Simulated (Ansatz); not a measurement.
Functionals compared on the (21-33) surface of hcp Cd in its 1x1 cell, outermost plane spacing 0.15 Å in the ideal cut, in Ansatz (plane waves, PAW). The structure was relaxed with PBE; the other rows are single points on it, each with its references at the same level. Cutoff 420 eV (500 eV for r2SCAN).

Slab: 24 atoms, 9.8 Å thick at the start (thin: gaps and levels are the slab's own); k 6x5x1, smearing 0.1 eV, dipole-corrected; all atoms relaxed; symmetry of the start imposed; no spin, no spin-orbit, no U. These notes are the PBE run's.

```
functional  surface energy (J/m²)  work function of the top face (eV)  rough cost of the single point
----------  ---------------------  ----------------------------------  ------------------------------
PBE                          0.47                                3.95                               –
LDA                          0.78                                4.30         roughly 16 core-minutes
PBEsol                       0.69                                4.06    very roughly 14 core-minutes
RPBE                         0.31                                3.79    very roughly 10 core-minutes
r2SCAN                       0.64                                4.00    very roughly 23 core-minutes
```

Ansatz is a first-principles code.
